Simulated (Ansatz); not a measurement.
The reference is Al₂O₃ in the corundum structure (space group R-3c, No. 167).

```yaml
crystal:
  lattice:
    - [2.37887, 1.37344, 4.33076]
    - [-2.37887, 1.37344, 4.33076]
    - [0.00000, -2.74688, 4.33076]
  atoms:
    - { symbol: Al, position: [0.35184, 0.35184, 0.35184] }
    - { symbol: Al, position: [0.14816, 0.14816, 0.14816] }
    - { symbol: Al, position: [0.64816, 0.64816, 0.64816] }
    - { symbol: Al, position: [0.85184, 0.85184, 0.85184] }
    - { symbol: O, position: [0.55632, 0.94368, 0.25000] }
    - { symbol: O, position: [0.25000, 0.55632, 0.94368] }
    - { symbol: O, position: [0.94368, 0.25000, 0.55632] }
    - { symbol: O, position: [0.44368, 0.05632, 0.75000] }
    - { symbol: O, position: [0.75000, 0.44368, 0.05632] }
    - { symbol: O, position: [0.05632, 0.75000, 0.44368] }
```

Cartesian axes are those of the cell as printed.

Computed with r2SCAN in Ansatz (plane waves to 500 eV, PAW, scalar-relativistic without spin-orbit coupling), earlier PAW set.

Strains are applied to the cell and any free atomic positions relax; under biaxial strain the out-of-plane vector relaxes too; under stress the whole cell relaxes.

One change was made to it. Results:

```json
[
 {"quantity": "energy relative to the base (free energy F)", "base": "0 meV/atom", "after": "+20 meV/atom"},
 {"quantity": "band gap", "base": "7.15 eV", "after": "6.42 eV"}
]
```

Question: Name the change that was made.
A. uniaxial stress, 8 GPa tension along z
B. tensor shear ε_yz = −2.89 %
C. strain tensor (xx, yy, zz, yz, xz, xy) = (+3.07, +1.46, −1.18, +0.81, +0.19, −1.22) %
D. biaxial strain −2.52 %, plane normal [001], relaxed out of plane

Answer: C, strain tensor (xx, yy, zz, yz, xz, xy) = (+3.07, +1.46, −1.18, +0.81, +0.19, −1.22) %. For comparison, the band gap in the other runs: biaxial strain −2.52 %, plane normal [001], relaxed out of plane gives 7.64 eV; uniaxial stress, 8 GPa tension along z gives 7.00 eV; tensor shear ε_yz = −2.89 % gives 7.08 eV.

Stability under load was not tested beyond the relaxation.

Ansatz is an electronic-structure program.
